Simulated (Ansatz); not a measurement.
SiO₂ (P4₁2₁2, No. 92) was calculated with r²SCAN (Ansatz, an electronic-structure program, plane waves, PAW).

Run with plane-wave cutoff 560 eV, 8×8×6 k mesh (along the axes of the cell as run), Fermi–Dirac smearing 0.01 eV, scalar-relativistic PAW data made under PBE.

Cell (relaxed at this level):

```cif
data_O8Si4
_chemical_formula_sum 'Si4 O8'
_space_group_name_H-M_alt 'P41212'
_space_group_IT_number 92
_space_group_name_Hall 'P 4abw 2nw'
_cell_length_a 4.97986
_cell_length_b 4.97986
_cell_length_c 6.91733
_cell_angle_alpha 90.000
_cell_angle_beta 90.000
_cell_angle_gamma 90.000
loop_
_atom_site_label
_atom_site_type_symbol
_atom_site_symmetry_multiplicity
_atom_site_Wyckoff_symbol
_atom_site_fract_x
_atom_site_fract_y
_atom_site_fract_z
_atom_site_occupancy
Si1 Si 4 a 0.30238 0.30238 0.00000 1
O1 O 8 b 0.23820 0.10912 0.18135 1
```

Problem. Give the computed bulk modulus and band gap.

Solution. 
bulk modulus: 14.5 GPa
band gap: 6.35 eV (direct)

Note: the bulk modulus comes from volumes at which shape and atoms were relaxed.

The computed numbers hold no vibrational or temperature effects.
